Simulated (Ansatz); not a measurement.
For SnSe (Fm-3m, No. 225, 2 atoms in the cell; start mp-2693; a measured phase of this formula has another space group), LDA (PAW; Ansatz, a program for electronic structure) gives:

```
Quantity                    Result
------------------  --------------
lattice constant a         5.897 Å
formation enthalpy  -0.427 eV/atom
```

Problem. What does r²SCAN+rVV10 (Ansatz, PAW) give for the same quantities?

Solution. 
- lattice constant a: 5.987 Å (increases by 1.5 %)
- formation enthalpy: -0.472 eV/atom (moves by -0.045 eV/atom)

Changes are worked out from the printed values.

Unless a cell is named, each level is at its own relaxed cell (LDA 25.64, r²SCAN+rVV10 26.82 Å³/atom).

Levels without +SOC leave out spin–orbit coupling, which shifts energies and cells of such heavy elements.

Caveats: the relaxation could not lower the start's symmetry, so the cell can be a saddle point above a distorted one (LDA, r²SCAN+rVV10). Ansatz's density-functional and Hartree–Fock values are scalar-relativistic unless marked +SOC, with PAW data made under PBE.

A start named mp-… is a Materials Project structure, which need not be a measured phase.
